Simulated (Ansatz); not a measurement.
**OH on the 1x1 (111) surface of fcc Rh, one in a 2x2 cell, started at the site 'hollow Rh-Rh-Rh over Rh at depth 4.4 Å'**

Level of theory: r2SCAN, at the PBE geometry (plane waves to 500 eV, PAW; Ansatz, a first-principles code).

Slab: 18 atoms, 6.5 Å thick at the start under the adsorbate (thin: gaps and levels are the slab's own); k 6x6x1, smearing 0.1 eV, dipole-corrected; single point; no symmetry held, on the structure that PBE left; no spin, no spin-orbit, no U, no dispersion correction. At the end it is bonded to 3 Rh. In PBE it is, or lies within 0.03 eV of, the lowest of the starts that converged; the order may differ at this level.

| Quantity | Result |
|---|---|
| adsorption energy against H2O(g) − ½ H2(g) at the same level | -0.026 eV |
| work function of the top face | 3.51 eV |
| change of the work function | -1.62 eV |
| change of the step from the bottom to the top vacuum level, against the clean slab | -1.61 eV |
| height of the binding atom over the mean of the host atoms within 0.3 Å of the top one | 1.481 Å |
| nearest host atoms of the binding atom | Rh at 2.16 Å, Rh at 2.16 Å, Rh at 2.16 Å |
| caution | the clean host was not checked against rearrangement in a larger or rattled cell |
| cost | about 7 core-minutes (a rough figure) |

A negative adsorption energy means that the adsorbate is more stable on the surface than in its reference.
